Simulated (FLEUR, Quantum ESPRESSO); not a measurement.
A FLEUR input for a self-consistent single point of AgCl (Fm-3m, 2 atoms in the cell) (DFT, PBE, all-electron FLAPW (FLEUR), scalar-relativistic valence with spin-orbit coupling in second variation):

Input of the input generator:

```
AgCl FLAPW
&input film=f /
0.0000000000 0.7071067812 0.7071067812
0.7071067812 0.0000000000 0.7071067812
0.7071067812 0.7071067812 0.0000000000
7.4161217731
1.0 1.0 1.0

2
47 0.0000000000 0.0000000000 0.0000000000
17 0.5000000000 0.5000000000 0.5000000000

&comp jspins=1 /
&kpt div1=8 div2=8 div3=8 gamma=t /
&soc 0.0 0.0 /
&end /
```

```xml
<?xml version="1.0" encoding="UTF-8" standalone="no"?>
<fleurInput fleurInputVersion="0.39">
   <comment>
      AgCl FLAPW                                                                                          
   </comment>
   <calculationSetup>
      <cutoffs Kmax="4.2" Gmax="16.8" GmaxXC="16.8" numbands="0"/>
      <scfLoop itmax="100" minDistance="0.00001" maxIterBroyd="15" imix="Anderson" alpha="0.05" precondParam="0.0" spinf="2.0"/>
      <coreElectrons ctail="T" frcor="F" kcrel="0" coretail_lmax="0"/>
      <xcFunctional name="pbe" relativisticCorrections="F"/>
      <magnetism jspins="1"/>
      <soc l_soc="T" theta="0.0" phi="0.0" spav="F"/>
      <expertModes spex="0" secvar="F"/>
      <geometryOptimization l_f="F" forcealpha="1.0" forcemix="BFGS" epsdisp="0.00001" epsforce="0.00001"/>
      <ldaU l_linMix="F" mixParam="0.05" spinf="1.0"/>
   </calculationSetup>
   <cell>
      <bzIntegration valenceElectrons="24.0" mode="hist" fermiSmearingEnergy="0.00036749">
         <kPointListSelection listName="default-1"/>
         <!-- k-points included here -->
         <xi:include xmlns:xi="http://www.w3.org/2001/XInclude" href="kpts.xml"> </xi:include>
      </bzIntegration>
      <!-- symmetry operations included here -->
      <xi:include xmlns:xi="http://www.w3.org/2001/XInclude" href="sym.xml"> </xi:include>
      <bulkLattice scale="1.0">
         <bravaisMatrix>
            <row-1>    0.0000000000000000     5.2439899959639780     5.2439899959639780</row-1>
            <row-2>    5.2439899959639780     0.0000000000000000     5.2439899959639780</row-2>
            <row-3>    5.2439899959639780     5.2439899959639780     0.0000000000000000</row-3>
         </bravaisMatrix>
      </bulkLattice>
   </cell>
   <atomSpecies>
      <species name="Silver (Ag)" element="Ag" atomicNumber="47">
         <mtSphere radius="2.68" gridPoints="925" logIncrement="0.014"/>
         <atomicCutoffs lmax="10" lnonsphr="8"/>
         <electronConfig flipSpins="F">
            <coreConfig>(1s1/2) (2s1/2) (2p1/2) (2p3/2) (3s1/2) (3p1/2) (3p3/2) (4s1/2) (3d3/2) (3d5/2)</coreConfig>
            <valenceConfig>(4p1/2) (4p3/2) (5s1/2) (4d3/2) (4d5/2)</valenceConfig>
            <stateOccupation state="(5s1/2)" spinUp="0.5" spinDown="0.5"/>
         </electronConfig>
         <energyParameters s="5" p="5" d="4" f="4"/>
         <lo type="SCLO" l="1" n="4" eDeriv="0"/>
      </species>
      <species name="Chlorine (Cl)" element="Cl" atomicNumber="17">
         <mtSphere radius="1.93" gridPoints="669" logIncrement="0.017"/>
         <atomicCutoffs lmax="8" lnonsphr="6"/>
         <electronConfig flipSpins="F">
            <coreConfig>(1s1/2) (2s1/2) (2p1/2) (2p3/2)</coreConfig>
            <valenceConfig>(3s1/2) (3p1/2) (3p3/2)</valenceConfig>
            <stateOccupation state="(3p1/2)" spinUp="0.8333333333333" spinDown="0.8333333333333"/>
            <stateOccupation state="(3p3/2)" spinUp="1.6666666666667" spinDown="1.6666666666667"/>
         </electronConfig>
         <energyParameters s="3" p="3" d="3" f="4"/>
      </species>
   </atomSpecies>
   <atomGroups>
      <atomGroup species="Silver (Ag)">
         <relPos label="                   1">.0000000000 .0000000000 .0000000000</relPos>
         <force calculate="T" relaxXYZ="TTT"/>
      </atomGroup>
      <atomGroup species="Chlorine (Cl)">
         <relPos label="                   2">1.000/2.000 1.000/2.000 1.000/2.000</relPos>
         <force calculate="T" relaxXYZ="TTT"/>
      </atomGroup>
   </atomGroups>
   <output dos="F" band="F" slice="F">
      <checks vchk="F" cdinf="F"/>
      <bandDOS minEnergy="-.5*Htr" maxEnergy="0.5*Htr" sigma="0.015" storeEVData="T"/>
      <vacuumDOS vacdos="F" integ="F" star="F" nstars="0" locx1="0.0" locy1="0.0" locx2="0.0" locy2="0.0" nstm="0" tworkf="0.0"/>
      <unfoldingBand unfoldBand="F" supercellX="1" supercellY="1" supercellZ="1"/>
      <plotting iplot="0" polar="F">
         <plot TwoD="T" vec1="  1.0  0.0  0.0" vec2="  0.0  1.0  0.0" vec3="  0.0  0.0  1.0" zero="  0.0  0.0  0.0" file="plot"/>
      </plotting>
      <chargeDensitySlicing numkpt="0" minEigenval="0.0" maxEigenval="0.0" nnne="0" pallst="F"/>
      <specialOutput eonly="F"/>
      <magneticCircularDichroism mcd="F" energyLo="-10.0" energyUp="0.0"/>
   </output>
  <!-- We include the file relax.xml here to enable relaxations (see documentation) -->
  <xi:include xmlns:xi="http://www.w3.org/2001/XInclude" href="relax.xml"> <xi:fallback/> </xi:include>
</fleurInput>
```

**Question.** Give the Quantum ESPRESSO input for the same structure, mesh, smearing and functional.

**Answer.** This is the input that was run; spellings and numerical settings could be chosen otherwise.

```fortran
&control
    calculation = 'scf'
    prefix = 'pwscf'
    outdir = './tmp'
    pseudo_dir = './'
    verbosity = 'high'
    tprnfor = .true.
    tstress = .true.
/
&system
    ibrav = 0
    celldm(1) = 7.416121773
    nat = 2
    ntyp = 2
    ecutwfc = 85
    occupations = 'smearing'
    smearing = 'fermi-dirac'
    degauss = 0.000734986
    noncolin = .true.
    lspinorb = .true.
/
&electrons
    conv_thr = 1e-10
/
ATOMIC_SPECIES
Ag   107.8682  Ag.upf
Cl    35.4500  Cl.upf
ATOMIC_POSITIONS crystal
Ag    0.000000000    0.000000000    0.000000000
Cl    0.500000000    0.500000000    0.500000000
K_POINTS automatic
8 8 8  0 0 0
CELL_PARAMETERS alat
   0.000000000     0.707106781     0.707106781
   0.707106781     0.000000000     0.707106781
   0.707106781     0.707106781     0.000000000
```

Basis, cutoffs, solver keys and any potentials are the target program's own. This input uses DFT, PBE, spin-orbit coupling, plane waves, PseudoDojo fully relativistic norm-conserving (PBE) pseudopotentials.

The starting cell has typed, rounded lattice constants, without a prior relaxation at this level.
